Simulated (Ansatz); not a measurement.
The reference is HgSe in the zinc blende structure (space group F-43m, No. 216; a = 6.0630 Å). Axes: x, y, z lie along the cube axes.

Computed with LDA, PAW, 420 eV (Ansatz, a program for electronic structure; no SOC).

Base values:

| Quantity | Value |
|---|---|
| Pressure | 0.0 GPa |
| Band gap | zero |

Modification: uniaxial strain ε_zz = +1.00 %, all other strain components held at zero, atoms relaxed at fixed cell.

Problem. How does this affect the energy relative to the base, pressure and band gap?

Solution. The energy increases by 0.6 meV/atom; the pressure (mean of the normal stresses, compression positive) goes from zero to -0.6 GPa; the band gap stays zero.

A case with no gap was solved on a k-mesh chosen for an insulator, which is coarse for it. Spin-orbit coupling, missing from the scalar runs, can matter with Hg. Whether these cells are dynamically stable was not tested. All final runs are without spin polarisation. The zero or small gap of HgSe can change with the level of theory.
